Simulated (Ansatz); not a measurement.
The starting structures come from a database of crystals and need not be the phases stable at ambient conditions.

Here is the system:

```xyz
20
Lattice="6.8769 0.0000 0.0000 0.0000 10.2486 0.0000 0.0000 2.7422 4.5370" Properties=species:S:1:pos:R:3 pbc="T T T"
K      4.4636     5.7870     4.2452
K      2.4133     7.2038     0.2917
K      1.0251     3.4506     2.5602
K      5.8517     9.5402     1.9768
Si     1.0391     6.8368     3.6107
Si     5.8378     6.1540     0.9263
Si     4.4775     2.4007     3.1947
Si     2.3993    10.5901     1.3422
H      4.8189     6.9941     1.7254
H      2.0580     5.9967     2.8116
H      1.3805     9.7499     0.5431
H      5.4964     3.2409     3.9938
H      5.4964     2.0838     2.0794
H      1.3805    10.9070     2.4575
H      2.0580     4.4116     0.1891
H      4.8189     8.5792     4.3479
H      2.0937     1.6248     0.5665
H      4.7832    11.3660     3.9704
H      5.5321     4.8706     1.7019
H      1.3448     8.1202     2.8350
```

Space group of this cell: Pnma. The cell is taken as given.

Transport runs along the normal of the first two printed cell vectors.

The gap is the functional's own, uncorrected, and κ follows it; spin-orbit coupling is left out. Mid-gap values are interpolated between the computed energies.

Problem. Estimate the band gap and the smallest decay constant κ at mid-gap that r2SCAN (Ansatz, an electronic-structure program) returns for this system.

Solution. Gap 2.72 eV on a 6×8×8 mesh; κ = 0.307 1/Å, at (0.000, 0.250) of the in-plane reciprocal vectors. At the zone centre, at the nearest computed energy, the slowest state has κ = 0.31 1/Å.
